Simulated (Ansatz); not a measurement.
# What uniaxial strain ε_zz = −2.40 % does to BN

Take BN in the wurtzite structure (space group P6_3mc, No. 186; a = 2.5410 Å, c = 4.2033 Å) as the base. Axes: x lies along a and z along c of the hexagonal cell.

It is then changed as follows: uniaxial strain ε_zz = −2.40 %, all other strain components held at zero, atoms relaxed at fixed cell.

Level of theory: Ansatz (a program for electronic structure) PBEsol, no spin-orbit coupling. Settings: 15×15×8 k-points, 0.05 eV Fermi–Dirac smearing.

The space group stays P6_3mc (No. 186) and the shortest interatomic distance decreases by 0.020 Å (1.559 Å → 1.539 Å). The energy goes up by 12 meV/atom and the pressure (mean of the normal stresses, compression positive) goes from zero to 101.9 kbar. The band gap grows by 0.10 eV (4.96 eV → 5.06 eV) and the gap character is still indirect, Γ → K. The smallest direct gap shrinks by 0.025 eV to 8.19 eV and the electron mass becomes 0.30 mₑ along z, 0.52 mₑ across (at K) (base: 0.30 mₑ along c, 0.50 mₑ across (at K)). The valence-band top at Γ (three highest levels, from the VBM) changes from 0.00, 0.00, -0.28 eV to 0.00, 0.00, -0.17 eV and the valley order (the lowest conduction-band minima on the path, energy above the VBM, named in the base's zone) comes out as K (1/3, 1/3, 0) 5.06 eV; M (1/2, 0, 0) 6.44 eV. The stress (xx, yy, zz, yz, xz, xy; compression positive) amounts to (1.69, 1.69, 27.20, 0.00, 0.00, 0.00) GPa.

Masses are band curvatures over ±0.01 Å⁻¹ around the edge. Stability against distortions was not tested.
